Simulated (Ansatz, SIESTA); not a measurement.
## One structure in several programs: MgCu4Sn (P1, 6 atoms in the cell)

Self-consistent single point, at a second geometry (atoms moved at random). First geometry:

```xyz
6
Lattice="0.0000 3.4504 3.4504 3.4504 0.0000 3.4504 3.4504 3.4504 0.0000" Properties=species:S:1:pos:R:3 pbc="T T T"
Mg     5.1756     5.1756     5.1756
Cu     2.5912     4.3095     4.3095
Cu     4.3095     4.3095     2.5912
Cu     4.3095     2.5912     4.3095
Cu     2.5912     2.5912     2.5912
Sn     0.0000     0.0000     0.0000
```

Second geometry:
```
MgCu4Sn
1.0
    0.00000     3.45038     3.45038
    3.45038     0.00000     3.45038
    3.45038     3.45038     0.00000
Mg Cu Sn
1 4 1
Direct
  0.74071   0.74736   0.75843
  0.87275   0.38439   0.37566
  0.37170   0.36687   0.87546
  0.37901   0.87511   0.37992
  0.37913   0.37604   0.36520
  0.00670   0.00023   0.99533
```

Shared settings, as Ansatz (a program for electronic structure) writes them: kpoints.mp_grid.grid = 9 9 9; scf.occupations.method = fermi_dirac; scf.occupations.width = 0.1 eV. Potentials and cutoffs stand in the table.

| code | model | ΔF from the first geometry (meV/atom) | pressure (GPa) | largest force (eV/Å) | cutoff |
|---|---|---|---|---|---|
| SIESTA | GGA PBEsol, numerical atomic orbitals TZP, PseudoDojo PBEsol standard norm-conserving potentials (rewritten from UPF to PSML) | 4.9 | 3.46 | 0.396 | grid 350 Ry |
| Ansatz | PBEsol, PAW files made with PBE | 4.3 | 3.56 | 0.417 | default |

Size of the force on each atom (eV/Å): Sizes of forces hide their directions.

```
code      Mg1    Cu2    Cu3    Cu4    Cu5    Sn6
------  -----  -----  -----  -----  -----  -----
SIESTA  0.390  0.244  0.212  0.302  0.396  0.282
Ansatz  0.283  0.231  0.242  0.296  0.417  0.234
```

On Ansatz's run: spin polarisation is off.

The spread over the programs that give each value: ΔF from the first geometry within 0.6 meV/atom; pressure within 0.10 GPa; largest force within 0.021 eV/Å.

SIESTA uses small atom-centred bases, whose incompleteness enters pressures, forces and empty levels differently from a plane-wave cutoff. Ansatz's pressure is given at a fixed set of plane waves, as the other plane-wave codes print theirs; with its correction for the finite basis it is 3.63 GPa.

The starting cell comes from a database of computed structures (which also holds hypothetical and non-ambient phases and stackings), without a prior relaxation at this level. Its lattice was rescaled by a random factor within 2.5 % of one. For this run, on top of that: atoms moved at random.

Keys are those of Ansatz 0.2.
